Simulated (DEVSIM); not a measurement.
Device: abrupt GaAs n-p junction, at 300 K.

Layer 1 from the left is GaAs, thickness (μm) 15.0, Nd (cm⁻³) 2.7e16, τn (s) 4.6e-8, τp (s) 4.6e-8. Layer 2 from the left is GaAs, thickness (μm) 2.00, Na (cm⁻³) 7.8e17, τn (s) 4.6e-8, τp (s) 4.6e-8.

Left contact: ohmic. Right contact: ohmic. Voltage is applied to the left contact. Recombination: SRH at mid-gap. Mobility is μmin + (μ − μmin)/(1 + (N/Nref)^α).

Constants are typed, rounded textbook-type inputs, not results; the design itself was drawn at random and stands for no fabricated device. Values at 300 K.

GaAs: gap (eV) 1.424, affinity (eV) 4.07, permittivity 12.9, Nc (cm⁻³) 4.7e17, Nv (cm⁻³) 9e18, μn (cm²/Vs) 8500, μp (cm²/Vs) 400, μn,min 500, μp,min 20, Nref,n 6e16, Nref,p 1.5e17, αn 0.39, αp 0.38.

Model (solved in DEVSIM): 1D drift-diffusion, Boltzmann statistics, complete ionisation; no tunnelling, impact ionisation, image-force lowering or self-heating.

Problem. What does the simulation give for the dark forward voltage at 100 A/cm², the dark forward voltage at 1 A/cm², the potential step across the device at zero bias, the largest field in the device at zero bias?

Solution. dark forward voltage at 100 A/cm² 1.210 V; dark forward voltage at 1 A/cm² 1.079 V; potential step across the device at zero bias 1.287 V; largest field in the device at zero bias 97000 V/cm.
